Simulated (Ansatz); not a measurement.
BAs (model structure, started from the rocksalt type, Fm-3m, No. 225, 2 atoms in the cell) was calculated with PBEsol (plane waves, PAW; Ansatz, a program for electronic structure).

Settings: plane-wave cutoff 520 eV, 22×22×22 k mesh, Fermi–Dirac smearing 0.05 eV, scalar-relativistic PAW data made under PBE.

Cell (relaxed at this level):

```xyz
2
Lattice="0.0000 2.2840 2.2840 2.2840 0.0000 2.2840 2.2840 2.2840 0.0000" Properties=species:S:1:pos:R:3 pbc="T T T"
As     0.0000     0.0000     0.0000
B      2.2840     2.2840     2.2840
```

Question: Predict the bulk modulus.

Answer: 
* **bulk modulus**: 142 GPa

The run finds no gap.

Note: the bulk modulus is −V dP/dV from two relaxed cells at ±2 % in volume; the relaxation could raise the start's symmetry but not lower it, so the cell can be a saddle point.

A model structure was made by putting elements into a prototype or built by hand; it is no filed structure, need not be a known phase, and can be a saddle point held by its symmetry.
